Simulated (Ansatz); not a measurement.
Band structure of SbPt (P6_3/mmc, 4 atoms in the cell).

```yaml
crystal:
  lattice:
    - [4.14527, 0.00000, 0.00000]
    - [-2.07264, 3.58991, 0.00000]
    - [0.00000, 0.00000, 5.49655]
  atoms:
    - { symbol: Sb, position: [0.66667, 0.33333, 0.75000] }
    - { symbol: Sb, position: [0.33333, 0.66667, 0.25000] }
    - { symbol: Pt, position: [0.00000, 0.00000, 0.50000] }
    - { symbol: Pt, position: [0.00000, 0.00000, 0.00000] }
```

Method of the run: PBEsol, PAW files made with PBE (plane waves; Ansatz, a program for electronic structure).

Settings: basis.ecutwfc = 420 eV; kpoints.mp_grid.grid = 8 8 5; hamiltonian.xc = pbesol; hamiltonian.pseudopotentials = {kind: paw} (the program's default PAW files); scf.occupations.method = fermi_dirac; scf.occupations.width = 0.1 eV; kpoints.band_path.npoints = 8.

The starting cell comes from a database of computed structures (which also holds hypothetical and non-ambient phases and stackings), without a prior relaxation at this level. Its lattice was rescaled by a random factor within 2.5 % of one. Spin-orbit coupling is off. Spin polarisation is off.

Levels in eV from the Fermi level, bands 29 to 36:
| point | 29 | 30 | 31 | 32 | 33 | 34 | 35 | 36 |
|---|---|---|---|---|---|---|---|---|
| Γ | -2.14 | -2.14 | -0.07 | -0.07 | 0.75 | 2.33 | 2.40 | 3.60 |
| M | -3.07 | -2.90 | -2.68 | -2.30 | -2.12 | -0.62 | 1.90 | 4.26 |
| K | -2.78 | -2.26 | -2.22 | -2.22 | -0.54 | -0.54 | 0.73 | 0.73 |
| A | -3.61 | -3.61 | -1.21 | -1.21 | 2.35 | 2.35 | 2.35 | 2.35 |
| L | -3.18 | -3.18 | -3.05 | -3.05 | 0.37 | 0.37 | 1.73 | 1.73 |
| H | -3.43 | -3.43 | -2.15 | -2.15 | -1.74 | -1.74 | 4.22 | 4.22 |

Bands cross the Fermi level along this path, so the cell is metallic at this level.

Keys are those of Ansatz 0.2.
